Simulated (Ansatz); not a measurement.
Structures of equal composition on the (111) surface of fcc Rh: a pseudomorphic layer of Pt in the host's stacking; a pseudomorphic layer of Pt in the other hollow. The slabs share one bottom face, and each structure is named by its start. These are constructed structures in small cells; real faces may alloy, dewet or reconstruct in larger ones, and not all known structures of the face are among them. Slabs of about 11 Å, Fermi-Dirac smearing of 0.1 eV. Bottom of the slabs: a bare face, its two planes held. Relaxed from the named starts with such symmetry as they have, on meshes of like density; energies extrapolated to zero smearing; spin only where a row says so; no spin-orbit coupling, no U. Brackets mark spin-polarised runs, whose order is one that fits the cell.

These are PBE (plane waves to 420 eV, PAW; Ansatz, a program for electronic structure) values and carry that method's errors.

**Question.** Order them by energy per 1x1 cell (lowest first) at the level PBE.

**Answer.** a pseudomorphic layer of Pt in the host's stacking (0.000 eV), a pseudomorphic layer of Pt in the other hollow (0.051 eV)
